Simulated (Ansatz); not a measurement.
What electrons 1.5×10^21 cm⁻³ does to BP

The reference is BP in the zinc blende structure (space group F-43m, No. 216; a = 4.536 Å).

One thing is altered: electron doping at 1.5×10^21 cm⁻³ (0.0350 per cell), with a uniform compensating background at fixed cell and a 300 K Fermi–Dirac width.

Level of theory: r2SCAN, PAW, 500 eV (Ansatz, an electronic-structure program; without spin-orbit coupling), earlier PAW set. k-mesh 29×29×29 (Γ-centred); smearing 0.0259 eV (Fermi–Dirac).

| quantity | base | changed | shift |
|---|---|---|---|
| gap between the host's bands | 1.41 eV | 1.40 eV | -0.01 eV |
| gap character | indirect, Γ → a point along ⟨100⟩, about 1.1 Å⁻¹ from Γ | indirect, Γ → a point along ⟨100⟩, about 1.1 Å⁻¹ from Γ | – |
| Fermi level relative to the doped band's edge (positive inside the band; to 0.05 eV) | – | +0.35 eV | – |

Charged cell with a jellium background: band edges are those of the host's band count, energies are not comparable with the neutral cell, and many-body gap narrowing is missing. Stability against distortions was not tested.
